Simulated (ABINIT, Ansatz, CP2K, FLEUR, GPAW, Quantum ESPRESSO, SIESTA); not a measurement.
One structure in several programs: NaMgF₃ (Pm-3m, 5 atoms in the cell)

Self-consistent single point, at a second geometry (lattice scaled by 0.98). First geometry:

```xyz
5
Lattice="4.0200 0.0000 0.0000 0.0000 4.0200 0.0000 0.0000 0.0000 4.0200" Properties=species:S:1:pos:R:3 pbc="T T T"
Na     0.0000     0.0000     0.0000
Mg     2.0100     2.0100     2.0100
F      2.0100     2.0100     0.0000
F      0.0000     2.0100     2.0100
F      2.0100     0.0000     2.0100
```

Shared settings, as Ansatz (a first-principles code) writes them: kpoints.mp_grid.grid = 8 8 8; scf.occupations.method = fixed. Potentials and cutoffs stand in the table.

| code | model | ΔF from the first geometry (meV/atom) | pressure (GPa) | gap on the mesh (eV) | cutoff |
|---|---|---|---|---|---|
| FLEUR | PBEsol, all-electron FLAPW (FLEUR), scalar-relativistic valence | -17.9 | – | 6.001 | Kmax 4.3 1/bohr |
| GPAW | PBEsol, GPAW PAW datasets PBEsol (made by gpaw-setup) | -15.3 | – | 5.872 | 900 eV |
| ABINIT | PBEsol, norm-conserving pseudopotentials (PseudoDojo nc-sr-04 PBEsol standard) | -17.6 | -1.86 | 5.904 | 88 Ry |
| Quantum ESPRESSO | PBEsol, GBRV 1.5 ultrasoft (PBESOL) pseudopotentials | -16.8 | -2.07 | 5.869 | 40 Ry |
| CP2K | PBEsol, GPW, DZVP-MOLOPT-SR-GTH basis, GTH-PBE potentials (GTH_POTENTIALS) | -9.0 | -0.09 | 5.855 | grid 1000 Ry |
| Ansatz | PBEsol, default PAW files made with PBE | -17.1 | -2.33 | 5.881 | 30.9 Ry |
| SIESTA | GGA PBEsol, numerical atomic orbitals DZP, PseudoDojo PBEsol standard norm-conserving potentials (rewritten from UPF to PSML) | -18.1 | -1.75 | 5.785 | grid 400 Ry |

For Ansatz (by 0.6 GPa) the energy change implies a higher mean pressure, against the two pressures, than for the other programs: a sign of finite-basis (Pulay) stress.

A dash marks a value that a program does not give, or that is left out as unsure.

Gaps are read on the mesh.

The spread over the programs that give each value: ΔF from the first geometry within 9.1 meV/atom; pressure within 2.24 GPa; gap on the mesh within 0.216 eV.

CP2K and SIESTA use small atom-centred bases, whose incompleteness enters pressures, forces and empty levels differently from a plane-wave cutoff. FLEUR treats all electrons, but the usual bases taken here (sphere radii, linearisation, local orbitals, empty states) were not tested for convergence, so the values are no reference for the others. Ansatz's pressure is given at a fixed set of plane waves, as the other plane-wave codes print theirs; with its correction for the finite basis it is -1.74 GPa (the shift of 0.59 GPa shows how far the cutoff is from converged). The pressure of GPAW is left out: its cutoff lies under the one at which its stress was checked. In the pressure, CP2K (by 1.98) lies more than 1 GPa from the median of the plane-wave programs. In the gap, FLEUR (by 0.125) lies more than 0.12 eV from the median of the plane-wave programs.

The starting cell comes from a database of computed structures (which also holds hypothetical and non-ambient phases and stackings), without a prior relaxation at this level. Its lattice was rescaled by a random factor within 2.5 % of one. For this run, on top of that: lattice scaled by 0.98.

Left out of this page: Elk (unsound by tests on forces, stress, charge or solver warnings).

Keys are those of Ansatz 0.2.
